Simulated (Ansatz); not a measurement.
## Electron-phonon data for PtCu3 (Pm-3m)

Input:

```
CELL_PARAMETERS angstrom
      3.66772     0.00000     0.00000
      0.00000     3.66772     0.00000
      0.00000     0.00000     3.66772
ATOMIC_POSITIONS crystal
  Cu 0.00000 0.50000 0.50000
  Cu 0.50000 0.00000 0.50000
  Cu 0.50000 0.50000 0.00000
  Pt 0.00000 0.00000 0.00000
```

Method: PBEsol, DFPT electron-phonon coupling, linearised Boltzmann equation (plane waves, PAW, scalar-relativistic; Ansatz, a quantum-chemistry and plane-wave program). Geometry: relaxed with this functional, without spin-orbit coupling.

```json
{
  "resistivity at 300 K": "3.5 μΩ·cm"
}
```

A metal at this level (no band gap). Only scattering by harmonic phonons is included (no impurities, grain boundaries, electron-electron scattering or thermal expansion). Spin-orbit coupling is left out, which matters with elements this heavy. The run warned that the eigensolver left some states short of its tolerance. Halving the electron mesh (24x24x24) moves the resistivity by up to 5 % at 300 K. Smearing 0.20 eV; phonons on a 4x4x4 q mesh, which this run doesn't test and which matters most at low temperature.

Formula and space group known from diffraction (Crystallography Open Database), not checked to be the room-temperature form: PtCu3 (Pm-3m).
